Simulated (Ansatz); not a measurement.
Ansatz (a program for electronic structure) run on CaC2 (I4mm, 3 atoms in the cell): relaxation of the atoms.

Computed with LDA (PW92), default PAW files made with PBE (plane waves; Ansatz).

The change in words: one atom moved by 0.15 angstrom; relax: default → atoms; relax.f_tol: default → 0.2 eV/Å. Reference geometry:
```
CaC2
1.0
   -1.94397     1.94397     3.21812
    1.94397    -1.94397     3.21812
    1.94397     1.94397    -3.21812
Ca C
1 2
Direct
  0.00000   0.00000   0.00000
  0.59789   0.59789   0.00000
  0.40211   0.40211   0.00000
```

Reference input (self-consistent single point, DFT, LDA (PW92), plane waves, default PAW files made with PBE): basis.ecutwfc = 420 eV; kpoints.mp_grid.grid = 9 9 9; hamiltonian.xc = lda; hamiltonian.pseudopotentials = {kind: paw} (the program's default PAW files); scf.occupations.method = fermi_dirac; scf.occupations.width = 0.05 eV. This run's input differs from it in these lines:

```diff
@@ -7,3 +7,3 @@
   atoms:
-    - { symbol: Ca, position: [0.00000000, 0.00000000, 0.00000000] }
+    - { symbol: Ca, position: [0.02330600, 0.02330600, 0.00000000] }
     - { symbol: C, position: [0.59789000, 0.59789000, 0.00000000] }
@@ -23,2 +23,4 @@
     width: 0.05
+relax:
+  f_tol: 0.2
 output:
```

The program printed (abridged):

```
   [... SCF lines of the steps left out ...]
relax step   1: F+E_penalty+E_count = -2258.20632614 eV  Δ(F+E_penalty+E_count) = +0.000e0 eV  max|allowed force component| = 7.862e-1 eV/Å  Δτ_max = 0.0000 Å  (6 SCF iters, dr2 threshold 1.00e-4 eV, accepted)
relax step   2: F+E_penalty+E_count = -2258.25442164 eV  Δ(F+E_penalty+E_count) = -4.810e-2 eV  max|allowed force component| = 1.230e-1 eV/Å  Δτ_max = 0.1075 Å  (7 SCF iters, accepted)
the relaxation is at rest under the 8 symmetry operations that the run kept from its start: a minimum is not shown …
Free energy (F): -2258.254422 eV
Internal energy: -2258.254422 eV  (E = F + TS)
E sigma→0 (E₀):  -2258.254422 eV
Entropy (-TS):   -0.000000 eV (-0.000 meV/atom)
Fermi energy:    5.149815 eV
--- Forces (eV/Å), atoms counted from 1 ---
  atom   1  Ca     0.00000000    -0.00000000     0.04508353
  atom   2  C     -0.00000000     0.00000000    -0.12303344
  atom   3  C      0.00000000    -0.00000000     0.07794749
--- Stress (GPa, compression-positive) ---
       -4.635320      -0.000000      -0.000000
       -0.000000      -4.635320      -0.000000
       -0.000000      -0.000000      -7.018970
   [... lines left out ...]
  F+E_penalty+E_count = -2258.25442164 eV   max|allowed force component| = 1.230e-1 eV/Å
  atoms:
    - { symbol: Ca, position: [0.006610554251798072, 0.006610554251798067, -5.369809571451562e-18] }
    - { symbol: C, position: [0.6060041297340989, 0.6060041297340989, 2.6097734775878477e-18] }
    - { symbol: C, position: [0.410691316014103, 0.410691316014103, 2.7600360938637146e-18] }
```

The run converged. 

Summary of the result:
- Free energy E − TS (on the zero of these files): -2258.2544 eV
- Gap on the k-point mesh: 1.26 eV
- Pressure: -5.43 GPa
- Largest force (vector length): 0.123 eV/Å
- Relaxation steps: 2

The starting cell comes from a database of computed structures (which also holds hypothetical and non-ambient phases and stackings), without a prior relaxation at this level. Its lattice was rescaled by up to half a per cent. For this run, on top of that: one atom moved by 0.15 angstrom. The relaxation keeps the symmetry of its start, so its end need not be a minimum. Ansatz's pressure includes its estimate of the finite-basis (Pulay) stress.

Keys are those of Ansatz 0.2.
